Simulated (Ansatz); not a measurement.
The parent structure is YN in the rock salt structure (space group Fm-3m, No. 225; a = 4.9058 Å).

Calculations: PBE in Ansatz (plane waves to 420 eV, PAW, no SOC).

Before the change:

| Item | Value |
|---|---|
| Electron mass | 1.3 mₑ along k, 0.11 mₑ across (at X) |
| Band gap | 0.21 eV |
| Smallest direct gap | 0.61 eV |
| Pressure | 0.0 kbar |

Perturbation: an isotropic linear strain of −1.00 %; the atoms relax in the strained cell.

**Question.** Estimate the effect on the electron mass, band gap, smallest direct gap and pressure.

**Answer.** The electron mass goes from 1.3 mₑ along k, 0.11 mₑ across (at X) to 1.3 mₑ along k, 0.098 mₑ across (at X); the band gap falls by 0.05 eV, from 0.21 eV to 0.16 eV; the smallest direct gap shrinks by 0.08 eV to 0.53 eV; the pressure goes from zero to 51.2 kbar.

Masses are band curvatures over ±0.01 Å⁻¹ around the edge. Along k means along the line from Γ to the band edge. Stability against distortions was not tested. A zero or small gap of YN can be the functional's error rather than a property of the material.

Ansatz is a program for electronic structure.
